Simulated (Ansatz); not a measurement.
Start from BaBiO3 in the cubic perovskite structure (space group Pm-3m, No. 221; a = 4.355 Å; a cell from a computed database, its experimental status unchecked). Axes: x, y, z lie along the cube axes.

All numbers come from PBEsol/PAW in Ansatz (a quantum-chemistry and plane-wave program), spin-orbit coupling left out.

Perturbation: an isotropic linear strain of +2.86 %, atoms relaxed at fixed cell.

Problem. Predict the stress tensor and what it implies for the stiffness.

Solution. Stress of the strained cell less that of the base (GPa, compression positive):
```
   -8.2     0.0     0.0
    0.0    -8.2     0.0
    0.0     0.0    -8.2
```

Then B = −ΔP/(ΔV/V₀) with ΔV/V₀ = 0.0883 gives secant stiffness values (nonlinear terms included at this strain): B ≈ 93 GPa.

As a check, the harmonic strain energy −½ V₀ Δσ:ε is 36 meV/atom; the computed energy rise is 41 meV/atom.

No phonon test of stability was made. The final runs are not spin-polarised. An odd electron count without spin: BaBiO3. Many cubic perovskites are stable only at high temperature; tilts and polar distortions were not tested.
